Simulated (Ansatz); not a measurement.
**Be2C under a change: pressure 2.1 GPa**

Consider Be$_{2}$C (space group Fm-3m, No. 225; a = 4.311 Å).

Modification: cell and atoms relaxed at a pressure of 2.1 GPa.

Calculations: Ansatz (a quantum-chemistry and plane-wave program), PBEsol, PAW, cutoff 420 eV, without spin-orbit coupling. Settings: 13×13×13 k-points, 0.05 eV Fermi–Dirac smearing.

```tsv
quantity	base	changed	shift
volume per atom	6.67 Å³	6.61 Å³	-0.066 Å³
density	2.49 g/cm³	2.52 g/cm³	+0.025 g/cm³
lattice parameter a	8.146 bohr	8.119 bohr	-0.027 bohr
enthalpy H = E + PV relative to the base's energy	–	+0.09 eV/atom	–
band gap	1.08 eV	1.08 eV	0.00 eV
gap character	indirect, Γ → X	indirect, Γ → X	–
smallest direct gap	4.12 eV	4.14 eV	+0.02 eV
width of the top valence band	5.96 eV	6.00 eV	+0.04 eV
electron mass	0.70 mₑ along k, 0.23 mₑ across (at X)	0.70 mₑ along k, 0.23 mₑ across (at X)	–
hole mass (degenerate bands, along [100])	0.26, 0.26, 0.42 mₑ (at Γ)	0.26, 0.26, 0.42 mₑ (at Γ)	–
```

Load acts through the strain it causes; cell and atoms are relaxed under it. Masses are band curvatures over ±0.01 Å⁻¹ around the edge. Along k means along the line from Γ to the band edge. No phonon test of stability was made.
